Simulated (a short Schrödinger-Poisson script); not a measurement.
System: MOS inversion layer, SiO2 on p-type Si(100), at 300 K.

| layer | material | thickness (nm) | Na (cm⁻³) |
|---|---|---|---|
| 1 | SiO2 | 1.4 | - |
| 2 | Si | 740 | 3.4e17 |

Constants are typed, rounded textbook-type inputs, not results; the design itself was drawn at random and stands for no fabricated device. SiO2: permittivity 3.9, conduction-band edge (eV) 3.15, gap (eV) 9, electron mass (mₑ) 0.5. Si: permittivity 11.7, conduction-band edge (eV) 0, gap (eV) 1.124, Nv at 300 K (cm⁻³) 3.1e19.

Channel valleys (confinement mass, in-plane density-of-states mass, number): Δ2 0.916, 0.19, 2; Δ4 0.19, 0.417, 4. At the gate the conduction-band edge of layer 1 lies 3.67 eV − eVg above the Fermi level of the channel; the field vanishes at the back. Gaps are held at their typed values at every temperature. Mesh 0.03 nm at interfaces.

From a short Schrödinger-Poisson script (our own, NumPy): 1D Poisson equation in equilibrium, electrons quantum, Hartree (BenDaniel-Duke, 12 states a valley, the channel's in-plane mass for all, wave functions ending at the dielectric), parabolic valleys, classical holes, full ionisation, no traps, pinning or gate leakage.

The same stack at other levels of the model or other numerical settings:

```tsv
run	sheet density of all electrons at Vg = 1.35 V (cm⁻²)	sheet density of all electrons at Vg = 0.75 V (cm⁻²)	capacitance at Vg = 1.35 V (μF/cm²)	centroid of the channel electrons at Vg = 1.35 V (nm)	rough cost against the base
base	7.18e12	7.69e11	1.88	1.58	about 1
electrons treated as classical, Boltzmann	9.59e12	1.50e12	2.30	0.44	0.04
electrons treated as classical, Fermi-Dirac	9.06e12	1.46e12	2.14	0.62	0.2
mesh six times as coarse	7.19e12	7.71e11	1.88	1.57	0.2
one subband a valley	7.16e12	7.52e11	1.88	1.54	0.5
```

The classical rows ignore confinement, and Boltzmann statistics overrate the density once the band edge passes the Fermi level.
